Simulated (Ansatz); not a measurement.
**Refining one setting for SiO2 (P4_2/mnm, 6 atoms in the cell)**

```yaml
crystal:
  lattice:
    - [4.15105, 0.00000, 0.00000]
    - [0.00000, 4.15105, 0.00000]
    - [0.00000, 0.00000, 2.64124]
  atoms:
    - { symbol: Si, position: [0.50000, 0.50000, 0.50000] }
    - { symbol: Si, position: [0.00000, 0.00000, 0.00000] }
    - { symbol: O, position: [0.69316, 0.69316, 0.00000] }
    - { symbol: O, position: [0.30684, 0.30684, 0.00000] }
    - { symbol: O, position: [0.80684, 0.19316, 0.50000] }
    - { symbol: O, position: [0.19316, 0.80684, 0.50000] }
```

Computed with PBE, PAW files (plane waves; Ansatz, a quantum-chemistry and plane-wave program).

The starting cell comes from a database of computed structures (which also holds hypothetical and non-ambient phases and stackings), without a prior relaxation at this level. Its lattice was rescaled by a random factor within 2.5 % of one. In the base run, with a pressure of about 20 GPa the cell is away from its equilibrium volume at this level. Ansatz's pressure includes its estimate of the finite-basis (Pulay) stress. Another mesh or the band path of this cell gives a smaller gap, so this value is not converged in the mesh.

Held fixed: basis.ecutwfc = 420 eV; kpoints.mp_grid.shift = 0.5 0.5 0.5; hamiltonian.xc = pbe; hamiltonian.pseudopotentials = {kind: paw} (the program's default PAW files); scf.occupations.method = fixed.

ΔF is the free energy per atom less that of the last row (19 19 30).

| kpoints.mp_grid.grid | ΔF (meV/atom) | pressure (GPa) | largest force (eV/Å) | gap on the mesh (eV) | k-points |
|---|---|---|---|---|---|
| 1 1 1 | -729.9 | 15.35 | 2.129 | 9.209 | 1 |
| 2 2 2 | -119.4 | 18.40 | 0.357 | 9.303 | 1 |
| 2 2 3 | -17.9 | 19.50 | 0.438 | 8.792 | 2 |
| 3 3 4 | -2.5 | 19.68 | 0.419 | 7.806 | 6 |
| 3 3 5 | -0.53 | 19.70 | 0.419 | 7.593 | 9 |
| 4 4 6 | -0.09 | 19.69 | 0.419 | 7.109 | 9 |
| 5 5 7 | -0.04 | 19.69 | 0.419 | 6.821 | 24 |
| 6 6 8 | -0.01 | 19.69 | 0.419 | 6.637 | 24 |
| 7 7 10 | 0.00 | 19.69 | 0.419 | 6.480 | 50 |
| 8 8 12 | 0.00 | 19.69 | 0.419 | 6.382 | 60 |
| 9 9 14 | 0.00 | 19.69 | 0.419 | 6.317 | 105 |
| 11 11 16 | 0.01 | 19.69 | 0.419 | 6.250 | 168 |
| 13 13 20 | 0.00 | 19.69 | 0.419 | 6.200 | 280 |
| 16 16 24 | 0.00 | 19.69 | 0.419 | 6.163 | 432 |
| 19 19 30 | 0.00 | 19.69 | 0.419 | 6.139 | 825 |

Largest force within 0.01 eV/Å of the last row: from kpoints.mp_grid.grid = 3 3 4 on; the one before it is off by 0.019 eV/Å. The value it settles on is 0.419 eV/Å at this level of theory and with the other settings as held.

Gap on the mesh within 0.05 eV of the last row: from kpoints.mp_grid.grid = 16 16 24 on; the one before it is off by 0.061 eV. Only the last setting checks this, so the series should go further.

The gap is read on the k-point mesh of the run and can differ from the gap over the whole zone at this level.

Keys are those of Ansatz 0.2.
